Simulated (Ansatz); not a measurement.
**Habitual settings against a tight run: NbVF6 (R-3, 8 atoms in the cell)**

Self-consistent single point.

```
NbVF6
1.0
    2.65750     1.53431     4.86732
   -2.65750     1.53431     4.86732
    0.00000    -3.06862     4.86732
Nb V F
1 1 6
Direct
  0.50000   0.50000   0.50000
  0.00000   0.00000   0.00000
  0.86893   0.24946   0.63446
  0.13107   0.75054   0.36554
  0.63446   0.86893   0.24946
  0.36554   0.13107   0.75054
  0.24946   0.63446   0.86893
  0.75054   0.36554   0.13107
```
Moments meant for the start (each program seeds them in its own way; μB, in the order of the atoms Nb V F F F F F F): 1.0 2.0 0.0 0.0 0.0 0.0 0.0 0.0.

Computed with LDA (PW92), default PAW files made with PBE (plane waves; Ansatz, a program for electronic structure).

Base settings: basis.ecutwfc = 420 eV; kpoints.mp_grid.grid = 5 5 5; hamiltonian.xc = lda; hamiltonian.pseudopotentials = {kind: paw} (the program's default PAW files); magnetization.spin_polarized = true; scf.occupations.method = gaussian; scf.occupations.width = 0.05 eV.

Tight run (finer mesh or higher cutoff; not a proven limit): basis.ecutwfc: 420 eV → 590 eV; kpoints.mp_grid.grid: 5 5 5 → 7 7 7; scf.convergence.dr2_threshold: default (1e-07 eV) → 1e-09 eV. It gave Fermi level (on the code's own zero) 5.97 eV; pressure -12.58 GPa; largest force (vector length) 0.702 eV/Å; size of the cell's spin moment 4.00 μB.

Quick runs, as changes from the base:
- A: the base itself
- B: basis.ecutwfc: 420 eV → 250 eV; kpoints.mp_grid.grid: 5 5 5 → 1 1 1; scf.occupations.method: gaussian → fermi_dirac; scf.occupations.width: 0.05 eV → 0.136 eV; kpoints.mp_grid.shift: default → 0.5 0.5 0.5
- C: basis.ecutwfc: 420 eV → 295 eV; kpoints.mp_grid.grid: 5 5 5 → 4 4 4; scf.occupations.method: gaussian → cold; scf.occupations.width: 0.05 eV → 0.2 eV
- D: basis.ecutwfc: 420 eV → 335 eV; kpoints.mp_grid.grid: 5 5 5 → 2 2 2; scf.convergence.dr2_threshold: default (1e-07 eV) → 0.001 eV

Energies are extrapolated to zero smearing width, which holds to low order in the width alone.

The count of work is k-points × plane waves × bands × iterations; it is no time. 

Pressures in the table are Ansatz's without its Pulay estimate, at a fixed set of plane waves; the tight run's value above holds the estimate.

The starting cell comes from a database of computed structures (which also holds hypothetical and non-ambient phases and stackings), without a prior relaxation at this level. Its lattice was rescaled by a random factor within 2.5 % of one. The magnetic order is the one reached from the typed start; others were not searched systematically. In the base run, with a pressure of about -13 GPa the cell is away from its equilibrium volume at this level.

| run | energy less tight (meV/atom) | pressure less tight (GPa) | largest miss in a force vector (eV/Å) | count of work / tight |
|---|---|---|---|---|
| A | 6.0 | -0.87 | 0.001 | 0.17 |
| B | 2435.0 | -123.75 | 0.194 | 0.0039 |
| C | 693.4 | -45.87 | 0.099 | 0.088 |
| D | 192.8 | -15.33 | 0.099 | 0.019 |

Among the runs at the tight run's level, the energy misses run from 6.0 to 2435.0 meV/atom.

Left out of this page: 2 runs of the series outside the window shown, repeating another row's setting, or not comparable.

Keys are those of Ansatz 0.2.
